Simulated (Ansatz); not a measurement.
Start from Ga$_{2}$O$_{3}$ in the corundum structure (space group R-3c, No. 167; a = 4.950 Å, c = 13.306 Å (hexagonal axes)). Axes: x lies along a and z along c of the hexagonal cell.

Computed with Ansatz (a first-principles code) LDA, no spin-orbit coupling.

Before the change:

```
Quantity    Value
--------  -------
Band gap  3.04 eV
```

It is then changed as follows: uniaxial strain ε_xx = +0.75 %, all other strain components held at zero; the atoms relax in the strained cell.

Task: Estimate the effect on the band gap.

Result: The band gap drops by 0.094 eV to 2.94 eV.

Task: What does the calculation give for the stress after the change?

Result: The stress (xx, yy, zz, yz, xz, xy; compression positive) is (-3.06, -1.40, -1.06, -0.13, 0.00, 0.00) GPa.

Task: Predict the new energy relative to the base.

Result: The energy increases by 0.7 meV/atom.

No phonon test of stability was made.
